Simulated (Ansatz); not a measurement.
The parent structure is Ti in the hcp (Mg type) structure (space group P6_3/mmc, No. 194; relaxed with 0.1 eV smearing).

```yaml
crystal:
  lattice:
    - [2.93639, 0.00000, 0.00000]
    - [-1.46820, 2.54299, 0.00000]
    - [0.00000, 0.00000, 4.64022]
  atoms:
    - { symbol: Ti, position: [0.33333, 0.66667, 0.75000] }
    - { symbol: Ti, position: [0.66667, 0.33333, 0.25000] }
```

Calculations: r2SCAN (Ansatz, a first-principles code; PAW; 500 eV plane waves; no spin-orbit coupling).

Base values:

* **Pressure**: 0.0 GPa
* **Band gap**: zero

Perturbation: an isotropic linear strain of −4.10 %, atoms relaxed at fixed cell.

Q: How does this affect the pressure, energy relative to the base and band gap?

A: The pressure (mean of the normal stresses, compression positive) goes from zero to 18.1 GPa; the energy increases by 106 meV/atom; the band gap stays zero.

Stability against distortions was not tested. All final runs are without spin polarisation.
